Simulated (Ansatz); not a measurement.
# Ge, pressure series

Base system: Ge (space group I4_1/amd, No. 141; a cell from a computed database, its experimental status unchecked).

```yaml
crystal:
  lattice:
    - [-2.55925, 2.55925, 1.40050]
    - [2.55925, -2.55925, 1.40050]
    - [2.55925, 2.55925, -1.40050]
  atoms:
    - { symbol: Ge, position: [0.00000, 0.00000, 0.00000] }
    - { symbol: Ge, position: [0.75000, 0.25000, 0.50000] }
```

Cell and atoms are relaxed at each pressure.

Calculations: PBEsol/PAW in Ansatz (a program for electronic structure), no SOC.

| P (GPa) | V (Å³/atom) |
|---|---|
| -2.00 | 18.846 |
| -1.00 | 18.586 |
| 0.30 | 18.277 |
| 0.70 | 18.188 |
| 1.49 | 18.016 |
| 3.00 | 17.715 |
| 5.00 | 17.352 |
| 7.51 | 16.950 |
| 10.01 | 16.593 |

Fit a third-order Birch–Murnaghan equation of state.

Least squares on P(V) = (3B₀/2)[(V₀/V)^(7/3) − (V₀/V)^(5/3)]·[1 + (3/4)(B₀′ − 4)((V₀/V)^(2/3) − 1)] gives V₀ = 18.35 Å³/atom, B₀ = 79 GPa and B₀′ = 4.6.

Load acts through the strain it causes; cell and atoms are relaxed under it. Whether these cells are dynamically stable was not tested. No other phases were tried under pressure. The base started in Imma and relaxed to I4_1/amd at this level. This is not the structure that Ge has at room temperature and ambient pressure.
